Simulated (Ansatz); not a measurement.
C on the 1x1 (0001) surface of hcp Co, ferromagnetic, one in a 1x1 cell, energies for each (5.4 Å²). Energies are against an atom of graphite, without zero-point or thermal terms; each row is named by its start.

Level of theory: PBE (plane waves to 420 eV, PAW; Ansatz, a first-principles code).

Set-up: 5 atoms, 6.0 Å thick at the start under the adsorbate (thin: gaps and levels are the slab's own); mesh 14x14x1; 0.1 eV smearing; dipole correction on; 2 atoms held, the rest relaxed; each run with such symmetry as its start has; spin-polarised, no spin-orbit, no U, no dispersion correction.

A negative adsorption energy means that the adsorbate is more stable on the surface than in its reference. Heights count from the host atoms within 0.3 Å of the top one.

| starting site | E_ads (eV) | height (Å) | nearest host atom (Å) | bonded to | Δ work function (eV) | lateral drift (Å) | moment (μB) |
|---|---|---|---|---|---|---|---|
| top Co | 3.45 | 1.65 | Co 1.65 | Co | 1.89 | 0.0 | 5.5 |
| hollow Co-Co-Co | ___ | 1.04 | Co 1.78 | 3 Co | 0.52 | 0.0 | 5.5 |
| hollow Co-Co-Co over Co at depth 2.0 Å | 2.33 | 1.03 | Co 1.77 | 3 Co | 0.41 | 0.0 | 5.4 |
| bridge Co-Co (span 2.5 Å) | 2.33 | 1.03 | Co 1.77 | 3 Co | 0.41 | 0.7 | 5.4 |

Complete the blanks.


- hollow Co-Co-Co, E_ads (eV): 2.39
